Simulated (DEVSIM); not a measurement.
Device: GaP/Si n-p heterojunction, at 400 K.

```tsv
layer (left to right)	material	thickness (μm)	Nd (cm⁻³)	Na (cm⁻³)	τn (s)	τp (s)
1	GaP	1.20	4.6e16	-	1.2e-6	1.2e-6
2	Si	0.210	-	1.4e18	3.6e-5	1.2e-6
```

Left contact: ohmic. Right contact: ohmic. Voltage is applied to the left contact. Recombination: SRH at mid-gap, radiative. Mobility is μmin + (μ − μmin)/(1 + (N/Nref)^α).

This is a model device: material constants are rounded textbook-type values typed into the input, and sizes, dopings and lifetimes were drawn at random. Values at 300 K; Nc and Nv go as T^1.5, mobilities as T to minus their exponent, the gap by Varshni's rule with the affinity fixed.

```
parameter             GaP        Si
----------------  -------  --------
gap (eV)             2.26     1.124
affinity (eV)         3.8      4.05
permittivity         11.1      11.7
Nc (cm⁻³)          1.8e19   2.86e19
Nv (cm⁻³)          1.9e19    3.1e19
μn (cm²/Vs)           250      1417
μp (cm²/Vs)           150       470
μn,min                 10        52
μp,min                 10        45
Nref,n             4.4e18    9.7e16
Nref,p               1e18    2.2e17
αn                    0.8      0.68
αp                   0.85      0.72
T exponent of μn      1.6       2.3
T exponent of μp     1.98       2.2
B (cm³/s)           1e-13   4.7e-15
Varshni α (eV/K)  0.00058  0.000473
Varshni β (K)         372       636
```

Simulated with DEVSIM: 1D drift-diffusion, Boltzmann statistics, complete ionisation; no tunnelling, impact ionisation, image-force lowering or self-heating. Band offsets follow the typed affinities; no thermionic-emission limit at abrupt steps, no polarisation charge.

Task: Tabulate band edges, carrier densities and field at -0.9 V on the left contact.

Result: Energies count from the Fermi level of the right contact; mesh points crowd at the junctions.

| x (μm) | Ec (eV) | Ev (eV) | n (cm⁻³) | p (cm⁻³) | field (V/cm) |
|---|---|---|---|---|---|
| 0.000 | 1.121 | -1.097 | 4.6e16 | < 1e2 | -490 |
| 0.004794 | 1.120 | -1.097 | 4.6e16 | 730 | -490 |
| 0.01513 | 1.120 | -1.098 | 4.6e16 | 2300 | -490 |
| 0.03490 | 1.119 | -1.099 | 4.6e16 | 5200 | -490 |
| 0.09601 | 1.116 | -1.102 | 4.6e16 | 14000 | -490 |
| 0.2042 | 1.111 | -1.107 | 4.6e16 | 27000 | -490 |
| 0.4112 | 1.100 | -1.117 | 4.6e16 | 48000 | -490 |
| 0.8475 | 1.079 | -1.139 | 4.6e16 | 75000 | -490 |
| 1.032 | 1.070 | -1.147 | 4.6e16 | 83000 | -440 |
| 1.118 | 1.072 | -1.146 | 3.8e16 | 100000 | 2300 |
| 1.163 | 1.105 | -1.112 | 1.3e16 | 280000 | 16000 |
| 1.188 | 1.166 | -1.052 | 1.5e15 | 1600000 | 32000 |
| 1.197 | 1.195 | -1.022 | 2.9e14 | 3800000 | 39000 |
| 1.201 | 0.961 | -0.136 | 2.1e16 | 9.4e17 | 34000 |
| 1.209 | 0.973 | -0.123 | 1.4e16 | 1.3e18 | 4100 |
| 1.223 | 0.975 | -0.121 | 1.3e16 | 1.4e18 | 120 |
| 1.249 | 0.975 | -0.121 | 1.1e16 | 1.4e18 | -16 |
| 1.304 | 0.975 | -0.121 | 7.3e15 | 1.4e18 | -17 |
| 1.368 | 0.975 | -0.122 | 2.9e15 | 1.4e18 | -17 |
| 1.391 | 0.975 | -0.122 | 1.3e15 | 1.4e18 | -17 |
| 1.403 | 0.975 | -0.122 | 4.8e14 | 1.4e18 | -17 |
| 1.410 | 0.975 | -0.122 | 2.3e7 | 1.4e18 | -17 |
